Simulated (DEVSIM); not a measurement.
Structure: Si n+/n-/n+ resistor, at 300 K.

Layer 1 from the left is Si, thickness (μm) 0.920, Nd (cm⁻³) 1.3e19, τn (s) 1.6e-5, τp (s) 1.6e-5. Layer 2 from the left is Si, thickness (μm) 2.40, Nd (cm⁻³) 1.9e13, τn (s) 1.6e-5, τp (s) 1.6e-5. Layer 3 from the left is Si, thickness (μm) 0.540, Nd (cm⁻³) 4.2e17, τn (s) 1.6e-5, τp (s) 1.6e-5.

Left contact: ohmic. Right contact: ohmic. Voltage is applied to the left contact. Recombination: SRH at mid-gap. Mobility is constant in doping.

The device is made up for the run: typed textbook-type constants, with dimensions and the other settings drawn at random. Values at 300 K.

Si: gap (eV) 1.124, affinity (eV) 4.05, permittivity 11.7, Nc (cm⁻³) 2.86e19, Nv (cm⁻³) 3.1e19, μn (cm²/Vs) 1417, μp (cm²/Vs) 470.

Model (solved in DEVSIM): 1D drift-diffusion, Boltzmann statistics, complete ionisation; no tunnelling, impact ionisation, image-force lowering or self-heating.

### Question
What does the simulation give for the dark forward voltage at 100 A/cm²?

### Answer
dark forward voltage at 100 A/cm² 0.541 V.
